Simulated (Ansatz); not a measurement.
Base system: Mo in the bcc (W type) structure (space group Im-3m, No. 229; a = 3.1115 Å; relaxed with 0.1 eV smearing). Axes: x, y, z lie along the cube axes.

Method: Ansatz (a first-principles code), LDA, PAW, cutoff 420 eV, without spin-orbit coupling.

It is then changed as follows: tensile biaxial strain of 0.50 % in the plane normal to [001], as in epitaxy on a mismatched substrate; the out-of-plane cell vector and the atoms relax.

Q: What happens to the energy relative to the base?

A: The energy increases by 1.3 meV/atom.

Q: How does this affect the in-plane stress?

A: The mean in-plane stress (compression positive) is -2.8 GPa.

Q: Estimate the effect on the out-of-plane strain.

A: The out-of-plane strain comes out as -0.35 %.

Stability against distortions was not tested. All final runs are without spin polarisation.
